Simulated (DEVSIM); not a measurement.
Structure: Co/La2O3/n-Si capacitor, at 400 K.

```tsv
layer (left to right)	material	thickness (nm)	Nd (cm⁻³)
1	La2O3	22.0	-
2	Si	420	1.9e18
```

Metal gate on the left, work function 5 eV. Fixed charge at the semiconductor interface -3.1e11 cm⁻² (in units of +e); no interface traps.

Constants are typed, rounded textbook-type inputs, not results; the design itself was drawn at random and stands for no fabricated device. Values at 300 K; Nc and Nv go as T^1.5, mobilities as T to minus their exponent, the gap by Varshni's rule with the affinity fixed.

```
parameter         La2O3        Si
----------------  -----  --------
gap (eV)            5.8     1.124
affinity (eV)       1.8      4.05
permittivity         27      11.7
Nc (cm⁻³)             -   2.86e19
Nv (cm⁻³)             -    3.1e19
Varshni α (eV/K)      -  0.000473
Varshni β (K)         -       636
```

Simulated with DEVSIM: 1D Poisson equation in equilibrium, Boltzmann statistics, complete ionisation; no quantum confinement or tunnelling. Metal contacts follow the ideal Schottky-Mott rule: no Fermi-level pinning, no interface dipoles.

The La2O3 thickness was swept, all else fixed.

| La2O3 thickness (μm) | flat-band voltage (V) | threshold voltage (band bending 2φF) (V) | minimum of the low-frequency capacitance (μF/cm²) | capacitance of the dielectric stack (μF/cm²) |
|---|---|---|---|---|
| 0.0088 | 0.86 | -0.29 | 0.412 | 2.72 |
| 0.012 | 0.87 | -0.38 | 0.388 | 1.99 |
| 0.015 | 0.87 | -0.47 | 0.369 | 1.59 |
| 0.019 | 0.88 | -0.59 | 0.348 | 1.26 |
| 0.022 | 0.89 | -0.67 | 0.334 | 1.09 |
| 0.026 | 0.90 | -0.79 | 0.316 | 0.919 |

From the first row to the last the flat-band voltage goes from 0.86 to 0.90. From the first row to the last the threshold voltage (band bending 2φF) goes from -0.29 to -0.79.
